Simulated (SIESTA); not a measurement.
A self-consistent single point of CsLiMnS2 (Imm2, 5 atoms in the cell) with SIESTA.

Method of the run: GGA PBEsol, numerical atomic orbitals DZP, PseudoDojo PBEsol standard norm-conserving potentials (rewritten from UPF to PSML) (SIESTA).

The change in words: lattice scaled by 0.98; kgrid.MonkhorstPack: 4 4 4 → 7 7 7. Reference geometry:
```
CELL_PARAMETERS angstrom
     -2.08811     2.08811     7.08774
      2.08811    -2.08811     7.08774
      2.08811     2.08811    -7.08774
ATOMIC_POSITIONS crystal
  Cs 0.00353 0.00353 0.00000
  Li 0.25000 0.75000 0.50000
  Mn 0.75000 0.25000 0.50000
  S  0.65884 0.65884 0.00000
  S  0.34116 0.34116 0.00000
```
Moments meant for the start (each program seeds them in its own way; μB, in the order of the atoms Cs Li Mn S S): 0.0 0.0 4.0 0.0 0.0.

Reference input (self-consistent single point, DFT, GGA PBEsol, numerical atomic orbitals DZP, PseudoDojo PBEsol standard norm-conserving potentials (rewritten from UPF to PSML)): XC.functional = GGA; XC.authors = PBEsol; potentials = PseudoDojo PBEsol standard; PAO.BasisSize = DZP; PAO.EnergyShift = 0.005 Ry; MeshCutoff = 350 Ry; kgrid.MonkhorstPack = 4 4 4; OccupationFunction = FD; ElectronicTemperature = 10 meV; Spin = polarized; DM.InitSpin = [1 +0.00, 2 +0.00, 3 +4.00, 4 +0.00, 5 +0.00]; PAO.Polarization.NonPerturbative = true. This run's input differs from it in these lines:

```diff
@@ -14,5 +14,5 @@
 %block LatticeVectors
-    -3.945948459    3.945948459   13.393896891
-     3.945948459   -3.945948459   13.393896891
-     3.945948459    3.945948459  -13.393896891
+    -3.867029717    3.867029717   13.126018764
+     3.867029717   -3.867029717   13.126018764
+     3.867029717    3.867029717  -13.126018764
 %endblock LatticeVectors
@@ -20,7 +20,7 @@
 %block AtomicCoordinatesAndAtomicSpecies
-     0.000000000   -0.000000000    0.094480549  1
-     3.945948459    0.000000000    6.696948446  2
-     0.000000000    3.945948459    6.696948446  3
-     0.000000000   -0.000000000   17.648870056  4
-     0.000000000   -0.000000000    9.138923727  4
+     0.000000000   -0.000000000    0.092590936  1
+     3.867029717    0.000000000    6.563009382  2
+    -0.000000000    3.867029717    6.563009382  3
+     0.000000000   -0.000000000   17.295892405  4
+     0.000000000   -0.000000000    8.956145123  4
 %endblock AtomicCoordinatesAndAtomicSpecies
@@ -34,5 +34,5 @@
 %block kgrid.MonkhorstPack
-    4   0   0  0.0
-    0   4   0  0.0
-    0   0   4  0.0
+    7   0   0  0.0
+    0   7   0  0.0
+    0   0   7  0.0
 %endblock kgrid.MonkhorstPack
```

Output, abridged:

```
        iscf     Eharris(eV)        E_KS(eV)     FreeEng(eV)     dDmax    Ef(eV) dHmax(eV)
   scf:    1    -4368.091027    -4387.742800    -4387.743372  0.875189 -3.899159 16.039202
     spin moment: {S} , |S| = {        0.0        0.0    4.94576 }     4.94576
   scf:    2    -4394.828860    -4391.688699    -4391.688699  0.096174 -4.537056  8.855866
     spin moment: {S} , |S| = {        0.0        0.0    5.00000 }     5.00000
   scf:    3    -4394.609202    -4393.664973    -4393.664973  0.112562 -5.215789  1.907077
     spin moment: {S} , |S| = {        0.0        0.0    5.00000 }     5.00000
   [... lines left out ...]
     spin moment: {S} , |S| = {        0.0        0.0    5.00000 }     5.00000
   scf:   12    -4393.877137    -4393.877137    -4393.877137  0.000084 -5.060722  0.001694
     spin moment: {S} , |S| = {        0.0        0.0    5.00000 }     5.00000
   scf:   13    -4393.877137    -4393.877137    -4393.877137  0.000015 -5.060822  0.001560
     spin moment: {S} , |S| = {        0.0        0.0    5.00000 }     5.00000
   scf:   14    -4393.877138    -4393.877138    -4393.877138  0.000098 -5.061350  0.000609
     spin moment: {S} , |S| = {        0.0        0.0    5.00000 }     5.00000
SCF Convergence by DM+H criterion
max |DM_out - DM_in|         :     0.0000982945
max |H_out - H_in|      (eV) :     0.0006085474
SCF cycle converged after 14 iterations

Using DM_out to compute the final energy and forces

siesta: E_KS(eV) =            -4393.8771

siesta: E_KS - E_eggbox =     -4393.8771

siesta: Atomic forces (eV/Ang):
     1   -0.000015   -0.000030   -0.092050
     2   -0.000227    0.000231    0.030604
     3    0.000041   -0.000036    0.057027
     4   -0.000010   -0.000071   -0.335108
     5    0.000053   -0.000016    0.339545
   Tot   -0.000159    0.000078    0.000017
   Max    0.339545
   Res    0.126557    sqrt( Sum f_i^2 / 3N )
   Max    0.339545    constrained

Stress tensor Voigt[x,y,z,yz,xz,xy] (kbar):      -13.70      -13.69       -5.85        0.11        0.11       -0.00
   [... lines left out ...]
siesta: FreeEng =     -4393.877138
siesta: Cell volume =        116.345993 Ang**3
siesta:          11.08212318         16.40049063  kBar
   [... lines left out ...]
              0.007   0.013   0.006   0.010   0.005

mulliken: Qtot =       17.000

Mulliken Atomic Populations:
Atom #   charge [q] valence [e]      Sz [e]  Species
     1     0.763829    8.236171    0.005657  Cs
     2    -0.225809    3.225809   -0.031605  Li
     3     0.747545   14.252455    4.632014  Mn
     4    -0.655082    6.655082    0.196139  S
     5    -0.630483    6.630483    0.197795  S
 Total    -0.000000                5.000000
```

The run converged in 14 iterations. Against the reference run the free energy goes down by 3.8 meV/atom, the pressure goes from -1.31 to 1.11 GPa, the largest force goes from 0.072 to 0.340 eV/Å, the gap on the mesh goes from 0.808 to 0.608 eV and the size of the net moment stays at 1.00 μB/atom.

The starting cell comes from a database of computed structures (which also holds hypothetical and non-ambient phases and stackings), without a prior relaxation at this level. Its lattice was rescaled by up to half a per cent. One atom was moved a little off its site on purpose. For this run, on top of that: lattice scaled by 0.98. With one magnetic atom in the cell only a parallel order is possible. Values carry the incompleteness of an atom-centred basis. The basis of the alkali or alkaline-earth atoms may lack their empty d shell, which can raise the gap.

Cost on one core of a shared machine: roughly 5 min.
